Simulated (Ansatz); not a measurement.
Take KCl in the rock salt structure (space group Fm-3m, No. 225; a = 6.243 Å) as the base. Axes: x, y, z lie along the cube axes.

Method: PBEsol (Ansatz, a first-principles code), no SOC.

Strains are applied to the cell and any free atomic positions relax.

One change was made to it. Results:

```tsv
quantity	base	after
valence-band top at Γ (three highest levels, from the VBM)	0.00, 0.00, 0.00 eV	0.00, -0.02, -0.02 eV
shortest interatomic distance	3.121 Å	3.059 Å
pressure (mean of the normal stresses, compression positive)	0.01 GPa	0.43 GPa
band gap	5.10 eV	5.16 eV
```

What was done to the base?
(A) uniaxial strain ε_zz = +1.00 %
(B) uniaxial strain ε_zz = −1.50 %
(C) uniaxial strain ε_zz = −2.00 %
(D) uniaxial strain ε_zz = −3.00 %
(E) uniaxial strain ε_zz = +2.00 %

C, uniaxial strain ε_zz = −2.00 %. For comparison, the valence-band top at Γ in the other runs: uniaxial strain ε_zz = −1.50 % gives 0.00, -0.01, -0.01 eV; uniaxial strain ε_zz = +2.00 % gives 0.00, 0.00, -0.01 eV; uniaxial strain ε_zz = −3.00 % gives 0.00, -0.03, -0.03 eV; uniaxial strain ε_zz = +1.00 % gives 0.00, 0.00, -0.01 eV.

Whether these cells are dynamically stable was not tested.
